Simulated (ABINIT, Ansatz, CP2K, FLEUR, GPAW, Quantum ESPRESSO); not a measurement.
Code comparison for Ba2N (R-3m, 3 atoms in the cell)

Self-consistent single point.

```
CELL_PARAMETERS angstrom
      2.04890     1.18294     7.77398
     -2.04890     1.18294     7.77398
      0.00000    -2.36587     7.77398
ATOMIC_POSITIONS crystal
  Ba 0.73193 0.73193 0.73193
  Ba 0.26807 0.26807 0.26807
  N  0.00000 0.00000 0.00000
```

All programs got the same cell, k-point mesh and kind of occupations (in Ansatz's words: kpoints.mp_grid.grid = 6 6 6; scf.occupations.method = gaussian; scf.occupations.width = 0.136 eV); potentials, basis and cutoffs are each program's usual ones.

```json
[
 {"code": "Quantum ESPRESSO", "model": "LDA (PZ), GBRV 1.5 ultrasoft (LDA) pseudopotentials", "pressure (GPa)": "-3.90", "largest force (eV/Å)": "0.579", "k-points": "32", "cutoff": "40 Ry"},
 {"code": "CP2K", "model": "LDA (Pade form), GPW, DZVP-MOLOPT-SR-GTH basis, GTH-PADE potentials (GTH_POTENTIALS)", "pressure (GPa)": "-3.03", "largest force (eV/Å)": "0.396", "k-points": "112", "cutoff": "grid 500 Ry"},
 {"code": "ABINIT", "model": "LDA (PW92), norm-conserving pseudopotentials (PseudoDojo nc-sr-04 LDA standard)", "pressure (GPa)": "-4.19", "largest force (eV/Å)": "0.658", "k-points": "32", "cutoff": "84 Ry"},
 {"code": "FLEUR", "model": "LDA (Vosko-Wilk-Nusair), all-electron FLAPW (FLEUR), scalar-relativistic valence", "pressure (GPa)": "–", "largest force (eV/Å)": "0.649", "k-points": "32", "cutoff": "Kmax 4.6 1/bohr"},
 {"code": "Ansatz", "model": "LDA (PW92), PAW files made with PBE", "pressure (GPa)": "-4.23", "largest force (eV/Å)": "0.649", "k-points": "32", "cutoff": "420 eV"},
 {"code": "GPAW", "model": "LDA (Perdew-Wang 92), GPAW PAW datasets LDA (gpaw-data 1.0.1)", "pressure (GPa)": "–", "largest force (eV/Å)": "0.544", "k-points": "32", "cutoff": "950 eV"}
]
```

A dash marks a value that a program does not give, or that is left out as unsure.

The spread over the programs that give each value: pressure within 1.20 GPa; largest force within 0.262 eV/Å.

The starting cell comes from a database of computed structures (which also holds hypothetical and non-ambient phases and stackings), without a prior relaxation at this level. Its lattice was rescaled by a random factor within 2.5 % of one. On Ansatz's run: In the base run, with a pressure of about -4 GPa the cell is away from its equilibrium volume at this level.

Problem. Why do the programs differ, and what cannot be compared?

Solution. Differences of this kind can come from the potentials, where these differ, and from what each basis and cutoff leave unconverged. The zero of total energies and Fermi levels follows the potentials and each program's conventions, so they are not compared here. CP2K uses small atom-centred bases, whose incompleteness enters pressures, forces and empty levels differently from a plane-wave cutoff. FLEUR treats all electrons, but the usual bases taken here (sphere radii, linearisation, local orbitals, empty states) were not tested for convergence, so the values are no reference for the others. Ansatz's pressure is given at a fixed set of plane waves, as the other plane-wave codes print theirs; with its correction for the finite basis it is -4.15 GPa. The pressure of GPAW is left out: its cutoff lies under the one at which its stress was checked. The same LDA comes in different parametrisations, which differ slightly. The programs reduce the same mesh by symmetry to different extents, which changes the work and not the result. In the pressure, CP2K (by 1.16) lies more than 1 GPa from the median of the plane-wave programs. In the force vectors, CP2K (by 0.218) lies more than 0.08 eV/Å from the median of the plane-wave programs.

Left out of this page: Elk (not drawn, or without a comparable value).

Ansatz is a program for electronic structure.

Keys are those of Ansatz 0.2.
